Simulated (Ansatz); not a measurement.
Results of LDA (PAW; Ansatz, a program for electronic structure) for WSi2 (model structure, started from the C54 type, Fddd, No. 70, 6 atoms in the cell).

Settings: plane-wave cutoff 520 eV, 16×16×16 k mesh, Fermi–Dirac smearing 0.05 eV, no spin polarisation, scalar-relativistic PAW data made under PBE.

Cell (relaxed at this level):

```cif
data_Si16W8
_chemical_formula_sum 'Si16 W8'
_space_group_name_H-M_alt 'Fddd :1'
_space_group_IT_number 70
_space_group_name_Hall 'F 2 2 -1d'
_cell_length_a 4.53255
_cell_length_b 7.83764
_cell_length_c 8.85454
_cell_angle_alpha 90.000
_cell_angle_beta 90.000
_cell_angle_gamma 90.000
loop_
_atom_site_label
_atom_site_type_symbol
_atom_site_symmetry_multiplicity
_atom_site_Wyckoff_symbol
_atom_site_fract_x
_atom_site_fract_y
_atom_site_fract_z
_atom_site_occupancy
Si1 Si 16 f 0.00000 0.33602 0.00000 1
W1 W 8 a 0.00000 0.00000 0.00000 1
```
(The calculation used a cell of 6 atoms; values per cell refer to that cell.)

Q: What does this level give for the bulk modulus B0?

A: 
- bulk modulus B0 = 237 GPa

Note: the run has no spin polarisation, so it can have missed a magnetic state; the bulk modulus is −V dP/dV from two relaxed cells at ±2 % in volume; the relaxation could raise the start's symmetry but not lower it, so the cell can be a saddle point.

Spin–orbit coupling is not included; it can open a gap where bands touch, and shift volumes and moduli.

Computed values are for the static lattice.

It cost roughly 17 core-minutes of CPU time.

A model structure was made by putting elements into a prototype or built by hand; it is no filed structure, need not be a known phase, and can be a saddle point held by its symmetry.
